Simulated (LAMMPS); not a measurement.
Molecular dynamics of a melt of Cu (fcc) with 90 % of Cu sites Zr, 864 atoms, cooled from 2870 K to 300 K at 1e+14 K/s, at zero pressure.

All values are model results, not measurements: classical MD, pair style eam/fs, file CuZr_mm.eam.fs, run in LAMMPS.

Problem. What does the simulation give for the volume per atom, the energy above the random crystal at 0 K, the density?

Solution. volume per atom: 22.5 Å³ (one sample); energy above the random crystal at 0 K: 0.044 eV/atom; density: 6.53 g/cm³ (one sample).
